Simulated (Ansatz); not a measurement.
Ta₂O₅ (within 0.1 Å of Cmmm, No. 65, 7 atoms in the cell; start mp-1238961): band gap by level of theory

No measured value is used here.

```
level (code)                                      value (eV)  cell (Å³/atom)
-------------------------------------------  ---------------  --------------
LDA (Ansatz)                                            2.14           13.49
PBEsol+SOC (Ansatz)                          2.14 (indirect)           13.77
r²SCAN+SOC (Ansatz)                                      [?]           13.77
dielectric-dependent PBEsol hybrid (Ansatz)             3.73           13.77
r²SCAN0 (Ansatz)                                        4.73           13.77
```

Task: Some entries are withheld; supply them.

Result: 
- r²SCAN+SOC (Ansatz, a first-principles code), value (eV): 2.65 (indirect)

Computed values are for a static lattice. Levels without +SOC have no spin–orbit coupling; where heavier elements are present it shifts gaps, mostly down, and can invert bands.  Values are at the PBEsol cell; LDA at the level's own relaxed cell. Cutoffs and k meshes differ between the levels. Ansatz's density-functional and Hartree–Fock values are scalar-relativistic unless marked +SOC, with PAW data made under PBE.

A start named mp-… is a Materials Project structure, which need not be a measured phase.
